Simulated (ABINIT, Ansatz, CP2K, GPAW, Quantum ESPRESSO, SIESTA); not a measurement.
**CdHClO (P6_3mc, 8 atoms in the cell) computed with different codes at matched settings**

Self-consistent single point.

```yaml
crystal:
  lattice:
    - [3.70730, 0.00000, 0.00000]
    - [-1.85365, 3.21062, 0.00000]
    - [0.00000, 0.00000, 10.34244]
  atoms:
    - { symbol: Cd, position: [0.66667, 0.33333, 0.49219] }
    - { symbol: Cd, position: [0.33333, 0.66667, 0.99219] }
    - { symbol: H, position: [0.00000, 0.00000, 0.31842] }
    - { symbol: H, position: [0.00000, 0.00000, 0.81842] }
    - { symbol: Cl, position: [0.66667, 0.33333, 0.15574] }
    - { symbol: Cl, position: [0.33333, 0.66667, 0.65574] }
    - { symbol: O, position: [0.00000, 0.00000, 0.41324] }
    - { symbol: O, position: [0.00000, 0.00000, 0.91324] }
```

Shared settings, as Ansatz (a first-principles code) writes them: kpoints.mp_grid.grid = 7 7 3; scf.occupations.method = fixed. Potentials and cutoffs stand in the table.

```tsv
code	model	pressure (GPa)	largest force (eV/Å)	gap on the mesh (eV)	cutoff
Quantum ESPRESSO	LDA (PZ), GBRV 1.5 ultrasoft (LDA) pseudopotentials	-4.50	0.960	2.191	40 Ry
CP2K	LDA (Pade form), GPW, DZVP-MOLOPT-PBE-GTH basis, GTH-PBE potentials (POTENTIAL_UZH)	-3.02	0.891	2.134	grid 500 Ry
Ansatz	LDA (PW92), PAW files made with PBE	-5.37	0.487	2.216	default
GPAW	LDA (Perdew-Wang 92), GPAW PAW datasets LDA (gpaw-data 1.0.1)	–	0.608	2.203	950 eV
SIESTA	LDA PW92, numerical atomic orbitals DZP, PseudoDojo LDA standard norm-conserving potentials (rewritten from UPF to PSML)	-5.25	1.162	2.366	grid 350 Ry
ABINIT	LDA (PW92), PAW (JTH v2.0 LDA PAW)	-5.29	0.554	2.201	30 Ha
```

Size of the force on each atom (eV/Å): Sizes of forces hide their directions.

| code | Cd1 | Cd2 | H3 | H4 | Cl5 | Cl6 | O7 | O8 |
|---|---|---|---|---|---|---|---|---|
| Quantum ESPRESSO | 0.027 | 0.027 | 0.675 | 0.675 | 0.257 | 0.257 | 0.960 | 0.960 |
| CP2K | 0.003 | 0.002 | 0.697 | 0.697 | 0.190 | 0.191 | 0.891 | 0.891 |
| Ansatz | 0.040 | 0.040 | 0.155 | 0.155 | 0.292 | 0.292 | 0.487 | 0.487 |
| GPAW | 0.047 | 0.047 | 0.257 | 0.257 | 0.302 | 0.302 | 0.608 | 0.608 |
| SIESTA | 0.072 | 0.072 | 0.869 | 0.869 | 0.219 | 0.219 | 1.162 | 1.162 |
| ABINIT | 0.049 | 0.049 | 0.224 | 0.224 | 0.282 | 0.282 | 0.554 | 0.554 |

A dash marks a value that a program does not give, or that is left out as unsure.

Gaps are read on the mesh.

The spread over the programs that give each value: pressure within 2.35 GPa; largest force within 0.675 eV/Å; gap on the mesh within 0.232 eV.

CP2K and SIESTA use small atom-centred bases, whose incompleteness enters pressures, forces and empty levels differently from a plane-wave cutoff. Ansatz's pressure is given at a fixed set of plane waves, as the other plane-wave codes print theirs; with its correction for the finite basis it is -5.14 GPa (the shift of 0.23 GPa shows how far the cutoff is from converged). The pressure of GPAW is left out: its cutoff lies under the one at which its stress was checked. The same LDA comes in different parametrisations, which differ slightly. In the pressure, CP2K (by 2.27) lies more than 1 GPa from the median of the plane-wave programs. In the gap, SIESTA (by 0.164) lies more than 0.12 eV from the median of the plane-wave programs. In the force vectors, Quantum ESPRESSO (by 0.435), CP2K (by 0.457), Ansatz (by 0.094) and SIESTA (by 0.629) lie more than 0.08 eV/Å from the median of the plane-wave programs.

The starting cell comes from a database of computed structures (which also holds hypothetical and non-ambient phases and stackings), without a prior relaxation at this level. Its lattice was rescaled by a random factor within 2.5 % of one.

Keys are those of Ansatz 0.2.
